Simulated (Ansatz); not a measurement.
Functionals compared on SiH3 on the 1x1 (10-10) surface of wurtzite AlN (cut with top plane Al + N), one in a 2x1 cell, started at the site 'top N', in Ansatz (plane waves, PAW). The structure was relaxed with PBE; the other rows are single points on it, each with its references at the same level. Cutoff 420 eV (500 eV for r2SCAN). The points keep PBE's geometry, so the relaxation of a polaron and the settling of charge on one site are left out.

Host crystal: wurtzite AlN, with a band gap (PBE, scalar-relativistic without spin-orbit coupling).

Slab: 36 atoms, 8.9 Å thick at the start under the adsorbate (thin: gaps and levels are the slab's own); k 3x4x1, smearing 0.01 eV, dipole-corrected; 16 atoms held, the rest relaxed; no symmetry held; spin-polarised, ending with about 0.8 μB a cell; orders that need a larger cell were not tried, no spin-orbit, no U, no dispersion correction. At the end it is bonded to N. In PBE it is, or lies within 0.03 eV of, the lowest of the starts that converged. These notes are the PBE run's. RPBE: The program's check for a lower electronic state was not made. r2SCAN: The program's check for a lower electronic state was not made. Adsorption energies are against SiH4(g) − ½ H2(g). A negative adsorption energy means that the adsorbate is more stable on the surface than in its reference.

| functional | adsorption energy (eV) | rough cost of the single point |
|---|---|---|
| PBE | -0.18 | – |
| RPBE | [?] | very roughly 7 core-minutes |
| r2SCAN | -0.34 | about 14 core-minutes (a rough figure) |

Complete the blanks.


- RPBE, adsorption energy (eV): 0.05

Ansatz is a program for electronic structure.
